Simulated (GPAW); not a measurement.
```yaml
crystal:
  lattice:
    - [3.46644, 0.00000, 0.00000]
    - [0.00000, 3.46644, 0.00000]
    - [0.00000, 0.00000, 6.28892]
  atoms:
    - { symbol: Hf, position: [0.00000, 0.50000, 0.85953] }
    - { symbol: Hf, position: [0.50000, 0.00000, 0.14842] }
    - { symbol: Au, position: [0.00000, 0.50000, 0.37143] }
    - { symbol: Au, position: [0.50000, 0.00000, 0.62857] }
```

Computed with GPAW with LDA (Perdew-Wang 92), real-space grid, GPAW PAW datasets LDA (gpaw-data 1.0.1).

The set-up and first iterations of a GPAW log for HfAu (P4mm, 4 atoms in the cell):

```
Input parameters:
  convergence: {forces: 0.001}
  h: 0.18
  kpts: {gamma: True,
         size: (8, 8, 5)}
  maxiter: 120
  mode: fd
  nbands: -10
  occupations: {fixmagmom: False,
                name: fermi-dirac,
                width: 1.0}
  symmetry: {symmorphic: False,
             tolerance: 0.0005}

species:
  Hf:
    name: Hafnium
    Z: 72.0
    valence: 12
    core: 60
    charge: 0.0
    file: Hf.LDA.gz

    # Using partial waves for Hf as LCAO basis

  Au:
    name: Gold
    Z: 79.0
    valence: 11
    core: 68
    charge: 0.0
    file: Au.LDA.gz

    # Using partial waves for Au as LCAO basis

Reference energy: -1851909.802847  # eV

Spin-paired calculation

Convergence criteria:
 Maximum [total energy] change in last 3 cyles: 0.0005 eV / valence electron
 Maximum integral of absolute [dens]ity change: 0.0001 electrons / valence electron
 Maximum integral of absolute [eigenst]ate change: 4e-08 eV^2 / valence electron
   [... lines left out ...]
  Backend: pulay
  Linear mixing parameter: 0.05
  old densities: 5
  Damping of long wavelength oscillations: 50

Hamiltonian:
  XC and Coulomb potentials evaluated on a 40*40*72 grid
  Interpolation: tri-quintic (5. degree polynomial)
  Poisson solver: FastPoissonSolver using
    Stencil: 6*3+1=19 point O(h^6) finite-difference Laplacian
    FFT axes: [np.int64(0), np.int64(1), np.int64(2)]
    FST axes: []

Number of atoms: 4
Number of atomic orbitals: 44
Number of bands in calculation: 33
Number of valence electrons: 46
Bands to converge: occupied

Density initialized from atomic densities
  33 bands from LCAO basis set

Atomic positions and initial magnetic moments

Positions:
   0 Hf     0.000000    1.733221    5.405513    ( 0.0000,  0.0000,  0.0000)
   1 Hf     1.733221    0.000000    0.933401    ( 0.0000,  0.0000,  0.0000)
   2 Au     0.000000    1.733221    2.335892    ( 0.0000,  0.0000,  0.0000)
   3 Au     1.733221    0.000000    3.953025    ( 0.0000,  0.0000,  0.0000)

Unit cell:
           periodic     x           y           z      points  spacing
  1. axis:    yes    3.466441    0.000000    0.000000    20     0.1733
  2. axis:    yes    0.000000    3.466441    0.000000    20     0.1733
  3. axis:    yes    0.000000    0.000000    6.288917    36     0.1747

  Lengths:   3.466441   3.466441   6.288917
  Angles:   90.000000  90.000000  90.000000

Effective grid spacing dv^(1/3) = 0.1738
     iter     time        total  log10-change:
                         energy   eigst   dens  force
iter:   1 --:--:--   -30.715866
iter:   2 --:--:--   -29.107657   -0.35  -1.18
iter:   3 --:--:--   -28.122897   -0.34  -1.30
iter:   4 --:--:--   -27.815028   -0.60  -1.45
iter:   5 --:--:--   -27.673205   -1.10  -1.63
iter:   6 --:--:--   -27.583689   -1.50  -1.95
iter:   7 --:--:--   -27.489519   -1.67  -1.86
iter:   8 --:--:--   -27.604637   -1.54  -2.24
iter:   9 --:--:--   -27.554063   -2.65  -2.36
iter:  10 --:--:--   -27.576571   -2.92  -2.49
iter:  11 --:--:--   -27.567760c  -3.09  -2.49
iter:  12 --:--:--   -27.561332c  -3.13  -2.73
iter:  13 --:--:--   -27.560103c  -3.34  -2.99
iter:  14 --:--:--   -27.565699c  -3.43  -3.11
iter:  15 --:--:--   -27.564027c  -4.01  -3.45
```

Problem. Will this run converge, and how will it end?

Solution. The run ended unconverged after 120 iterations. It gives no final result for the task that was set. The log goes on:

```
   [... 2 lines left out ...]
iter:  18 --:--:--   -27.561076c  -4.55  -3.58
iter:  19 --:--:--   -27.561882c  -5.24  -3.88
iter:  20 --:--:--   -27.561933c  -5.52  -3.86
   [... lines left out ...]
iter: 119 --:--:--   -27.561770c  -7.21  -8.01c
iter: 120 --:--:--   -27.561770c  -7.33  -7.91c

Did not converge!

Here are some tips:

1) Make sure the geometry and spin-state is physically sound.
2) Use less aggressive density mixing.
3) Solve the eigenvalue problem more accurately at each scf-step.
4) Use a smoother distribution function for the occupation numbers.
5) Try adding more empty states.
6) Use enough k-points.
7) Don't let your structure optimization algorithm take too large steps.
8) Solve the Poisson equation more accurately.
9) Better initial guess for the wave functions.

See details here:

    https://gpaw.readthedocs.io/documentation/convergence.html
Traceback (most recent call last):
   [... frames left out ...]
gpaw.KohnShamConvergenceError: Did not converge!  See text output for help.
```

The starting cell comes from a database of computed structures (which also holds hypothetical and non-ambient phases and stackings), without a prior relaxation at this level. Its lattice was rescaled by up to half a per cent. One atom was moved a little off its site on purpose. Spin-orbit coupling is off.

The run was DFT LDA (Perdew-Wang 92), real-space grid, GPAW PAW datasets LDA (gpaw-data 1.0.1). Main settings of its input:

```
key                        value
-------------------  -----------
mode                          fd
h                         0.18 Å
xc                           LDA
kpts                       8 8 5
mesh shift (steps)         0 0 0
occupations.name     fermi-dirac
occupations.width           1 eV
nbands                       -10
convergence.forces    0.001 eV/Å
symmetry.symmorphic        false
symmetry.tolerance        0.0005
maxiter                      120
```
